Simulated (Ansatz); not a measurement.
The parent structure is Ca in the fcc (Cu type) structure (space group Fm-3m, No. 225; relaxed with 0.1 eV smearing).

```
Ca
1.0
    0.00000     2.72790     2.72790
    2.72790     0.00000     2.72790
    2.72790     2.72790     0.00000
Ca
1
Cartesian
  0.00000   0.00000   0.00000
```

Cartesian axes are those of the cell as printed.

The values are results of Ansatz (an electronic-structure program), PBEsol, PAW, cutoff 420 eV, no spin-orbit coupling, not measurements.

Strains are applied to the cell and any free atomic positions relax; under biaxial strain the out-of-plane vector relaxes too.

One change was made to it. Results:

```json
[
 {"quantity": "energy relative to the base (free energy F)", "base": "0 meV/atom", "after": "+7.6 meV/atom"},
 {"quantity": "volume per atom", "base": "40.60 Å³", "after": "38.92 Å³"}
]
```

Question: Which of these changes matches the shifts?
(A) biaxial strain +2.50 %, plane normal [111], relaxed out of plane
(B) biaxial strain −2.50 %, plane normal [111], relaxed out of plane
(C) biaxial strain +1.25 %, plane normal [111], relaxed out of plane
(D) biaxial strain −1.67 %, plane normal [111], relaxed out of plane
(E) biaxial strain −0.83 %, plane normal [111], relaxed out of plane

Answer: B, biaxial strain −2.50 %, plane normal [111], relaxed out of plane. For comparison, the volume per atom in the other runs: biaxial strain −1.67 %, plane normal [111], relaxed out of plane gives 39.49 Å³; biaxial strain −0.83 %, plane normal [111], relaxed out of plane gives 40.05 Å³; biaxial strain +2.50 %, plane normal [111], relaxed out of plane gives 42.24 Å³; biaxial strain +1.25 %, plane normal [111], relaxed out of plane gives 41.43 Å³.

No phonon test of stability was made.
